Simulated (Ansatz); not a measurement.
Worked example: relaxation of cell and atoms of ScSi (Cmcm, 4 atoms in the cell) in Ansatz (a program for electronic structure).

Method: LDA (PW92), default PAW files made with PBE (plane waves; Ansatz).

The change in words: atoms on their sites; basis.ecutwfc: 420 eV → 295 eV; relax: default → cell and atoms. Reference geometry:
```
ScSi
1.0
    1.98697    -4.92872     0.00000
    1.98697     4.92872     0.00000
    0.00000     0.00000     3.64911
Sc Si
2 2
Direct
  0.13921   0.86079   0.26370
  0.86079   0.13921   0.75000
  0.41944   0.58056   0.25000
  0.58056   0.41944   0.75000
```

Reference input (self-consistent single point, DFT, LDA (PW92), plane waves, default PAW files made with PBE): basis.ecutwfc = 420 eV; kpoints.mp_grid.grid = 6 6 6; hamiltonian.xc = lda; hamiltonian.pseudopotentials = {kind: paw} (the program's default PAW files); scf.occupations.method = fermi_dirac; scf.occupations.width = 0.1 eV. This run's input differs from it in these lines:

Ansatz 0.2 input:
```diff
@@ -7,3 +7,3 @@
   atoms:
-    - { symbol: Sc, position: [0.139210, 0.860790, 0.263702] }
+    - { symbol: Sc, position: [0.139210, 0.860790, 0.250000] }
     - { symbol: Sc, position: [0.860790, 0.139210, 0.750000] }
@@ -12,3 +12,3 @@
 basis:
-  ecutwfc: 420.0
+  ecutwfc: 295.0
 kpoints:
@@ -20,2 +20,4 @@
   occupations: { method: fermi_dirac, width: 0.1 }
+relax:
+  cell: {}
 output:
```

Log, with long lists cut:

```
   [... SCF lines of the steps left out ...]
relax step   1: F+E_penalty+E_count = -5398.87468729 eV  Δ(F+E_penalty+E_count) = +0.000e0 eV  max|allowed force component| = 7.347e-2 eV/Å  Δτ_max = 0.0000 Å  P = -4.094 GPa  Ω = 71.473 Å³  (6 SCF iters, dr2 threshold 1.00e-7 eV, accepted)
relax step   2: F+E_penalty+E_count = -5398.94340268 eV  Δ(F+E_penalty+E_count) = -6.872e-2 eV  max|allowed force component| = 1.474e-1 eV/Å  Δτ_max = 0.0243 Å  P = +5.022 GPa  Ω = 66.551 Å³  energy of the carried Pulay correction = +8.108e-2 eV  (5 [...]
   [... lines left out ...]
relax step  11: F+E_penalty+E_count = -5398.91441398 eV  Δ(F+E_penalty+E_count) = -6.068e-4 eV  max|allowed force component| = 8.879e-4 eV/Å  Δτ_max = 0.0001 Å  P = -0.003 GPa  Ω = 68.750 Å³  energy of the carried Pulay correction = +5.976e-4 eV  (3 [...]
relax step  12: F+E_penalty+E_count = -5398.91373710 eV  Δ(F+E_penalty+E_count) = +6.769e-4 eV  max|allowed force component| = 1.050e-3 eV/Å  Δτ_max = 0.0000 Å  P = -0.006 GPa  Ω = 68.750 Å³  stress off target by 1.72e-2 GPa  SCF on the basis [...]
basis re-selected at this cell: Δ(F+E_penalty+E_count) = +6.769e-4 eV, ΔP = -0.002 GPa vs the last step
the relaxation is at rest under the 8 symmetry operations that the run kept from its start: a minimum is not shown …
Stability not checked: this state was not tested for a lower state beside it, because too few of the mixer's solves of this state at the end of the SCF gave a …
Free energy (F): -5398.913737 eV
Internal energy: -5398.833391 eV  (E = F + TS)
   [... lines left out ...]
Fermi energy:    10.742361 eV
  cell:  # Å, volume = 68.7501 Å³
   [... lines left out ...]
  atoms:
    - { symbol: Sc, position: [0.138884984546701, 0.8611150154532992, 0.25000000000000006] }
    - { symbol: Sc, position: [0.8611150154532992, 0.138884984546701, 0.7500000000000002] }
    - { symbol: Si, position: [0.41869355646156836, 0.5813064435384316, 0.25000000000000006] }
    - { symbol: Si, position: [0.5813064435384316, 0.41869355646156836, 0.7500000000000002] }
```

The run converged. 

Summary of the result:
- Free energy E − TS (on the zero of these files) = -5398.9137 eV
- Fermi level (on the code's own zero) = 10.74 eV
- Pressure = -0.01 GPa
- Largest force (vector length) = 0.001 eV/Å
- Final cell = a = b = 5.244 Å, c = 3.625 Å, α = β = 90.00°, γ = 136.39°
- Final volume per atom = 17.19 Å³
- Relaxation steps = 12

The starting cell comes from a database of computed structures (which also holds hypothetical and non-ambient phases and stackings), without a prior relaxation at this level. Its lattice was rescaled by up to half a per cent. The relaxation keeps the symmetry of its start, so its end need not be a minimum. Ansatz's pressure includes its estimate of the finite-basis (Pulay) stress. Without the estimate this run gives -2.71 GPa. The cutoff lies below the one recommended for these files.
